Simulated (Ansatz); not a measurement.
Base system: CrGe in the rock salt structure (space group Fm-3m, No. 225; a = 4.933 Å; ferromagnetic; a hypothetical phase, not in the database extracts checked).

Calculations: PBEsol in Ansatz (plane waves to 420 eV, PAW, scalar-relativistic without spin-orbit coupling).

For the base:

```
Property                    Result
-------------------  -------------
Magnetic state       ferromagnetic
Largest site moment        2.06 μB
Volume per atom           15.01 Å³
```

Now apply this change: cell and atoms relaxed at a pressure of 7.5 GPa.

Q: What does the calculation give for the magnetic state, largest site moment and volume per atom after the change?

A: The magnetic state is still ferromagnetic; the largest site moment decreases by 0.093 μB to 1.96 μB; the volume per atom falls by 0.78 Å³ to 14.23 Å³.

The magnetic state is the one reached from the starting moments; the real material's order can differ, and small cells can't hold many antiferromagnetic ones. Load acts through the strain it causes; cell and atoms are relaxed under it. No phonon test of stability was made. Competing high-pressure phases were not computed.

Ansatz is an electronic-structure program.
